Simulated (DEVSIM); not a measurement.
**Schottky contact on n-type InP**

Device: Schottky contact on n-type InP, at 300 K.

```
layer (left to right)  material  thickness (μm)  Nd (cm⁻³)  τn (s)  τp (s)
---------------------  --------  --------------  ---------  ------  ------
1                           InP            11.0     3.1e15  8.2e-8  2.5e-8
```

Left contact: Schottky, work function 5.36 eV, emission velocity 3.8e6 cm/s. Right contact: ohmic. Voltage is applied to the left contact. Recombination: SRH at mid-gap, Auger. Mobility is constant in doping.

The device is made up for the run: typed textbook-type constants, with dimensions and the other settings drawn at random. Values at 300 K.

```
parameter         InP
-------------  ------
gap (eV)        1.344
affinity (eV)    4.38
permittivity     12.5
Nc (cm⁻³)      5.7e17
Nv (cm⁻³)      1.1e19
μn (cm²/Vs)      5200
μp (cm²/Vs)       170
Cn (cm⁶/s)      9e-31
Cp (cm⁶/s)      9e-31
```

Simulated with DEVSIM: 1D drift-diffusion, Boltzmann statistics, complete ionisation; no tunnelling, impact ionisation, image-force lowering or self-heating. Metal contacts follow the ideal Schottky-Mott rule: no Fermi-level pinning, no interface dipoles.

```
Property                                           Result
---------------------------------------------  ----------
Potential step across the device at zero bias     0.845 V
Largest field in the device at zero bias       27000 V/cm
Dark forward voltage at 1 A/cm²                   0.652 V
Dark forward voltage at 100 A/cm²                 0.817 V
```

Small-signal capacitance in reverse bias (quasi-static):

| V (V) | C (nF/cm²) |
|---|---|
| -0.1 | 17.3 |
| -0.25 | 16.0 |
| -0.5 | 14.4 |
| -0.75 | 13.2 |
| -1 | 12.3 |
| -1.5 | 10.9 |
| -2 | 9.87 |
| -2.5 | 9.10 |
| -3.25 | 8.22 |
| -4 | 7.55 |
| -5 | 6.87 |

Dark forward current:

```
V (V)  J (A/cm²)
-----  ---------
0.05     2.4e-10
0.15      5.6e-9
0.20      3.1e-8
0.30      1.3e-6
0.40      6.1e-5
0.50      0.0029
0.55       0.020
0.65        0.92
0.75          27
0.85         160
0.90         250
1.00         440
1.10         660
1.20         870
1.25         990
1.35        1200
1.45        1400
1.55        1700
1.60        1800
1.70        2000
```
